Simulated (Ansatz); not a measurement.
# PbO: biaxial strain −2.40 %, plane normal [001], relaxed out of plane

Start from PbO (space group P4/nmm, No. 129; a = 3.970 Å, c = 4.705 Å). Axes: x, y, z lie along a, b, c of the conventional cell.

Now apply this change: compressive biaxial strain of 2.40 % in the plane normal to [001], as in epitaxy on a mismatched substrate; the out-of-plane cell vector and the atoms relax.

The values are results of PBEsol-D3(BJ)/PAW in Ansatz (a quantum-chemistry and plane-wave program), no SOC, not measurements. Settings: 8×8×7 k-points, 0.05 eV Fermi–Dirac smearing.

- Volume per atom: 18.31 Å³ (base 18.54 Å³)
- Space group: P4/nmm (No. 129) (base P4/nmm (No. 129))
- Pressure (mean of the normal stresses, compression positive): 2.15 GPa (base 0.00 GPa)
- Band gap: 0.67 eV (base 0.90 eV)
- Gap character: indirect, Γ → M (base indirect, M–Γ (79 % along) → M)
- Smallest direct gap: 1.86 eV (base 1.97 eV)
- Width of the top valence band: 2.10 eV (base 1.70 eV)
- Out-of-plane strain: +3.70 %
- Ratio −ε⊥/ε∥: 1.54
- Mean in-plane stress (compression positive): +3.2 GPa

Final structure (turned so that z lies along the plane normal):

```xyz
4
Lattice="3.8743 0.0000 0.0000 0.0000 3.8743 0.0000 0.0000 0.0000 4.8796" Properties=species:S:1:pos:R:3 pbc="T T T"
Pb     1.9372     0.0000     3.6629
Pb     0.0000     1.9372     1.2168
O      1.9372     1.9372     0.0000
O      0.0000     0.0000     0.0000
```

Spin-orbit coupling, missing from the scalar runs, can matter with Pb. Semilocal Kohn–Sham gaps tend to fall short of experiment. Whether these cells are dynamically stable was not tested.
